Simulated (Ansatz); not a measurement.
The parent structure is CdTe in the zinc blende structure (space group F-43m, No. 216; a = 6.409 Å). Axes: x, y, z lie along the cube axes.

All numbers come from LDA (Ansatz, an electronic-structure program), no spin-orbit coupling.

For the base:

```
Property    Result
--------  --------
Pressure  0.00 GPa
```

It is then changed as follows: biaxial strain +2.50 %, plane normal [111], relaxed out of plane (Cartesian); in-plane vectors clamped, the third vector and the atoms free.

Q: Estimate the effect on the pressure.

A: The pressure (mean of the normal stresses, compression positive) goes from zero to -1.26 GPa.

Q: What does the calculation give for the ratio −ε⊥/ε∥ after the change?

A: The ratio −ε⊥/ε∥ is 0.82.

Q: Predict the new energy relative to the base.

A: The energy grows by 9.9 meV/atom.

Stability against distortions was not tested.
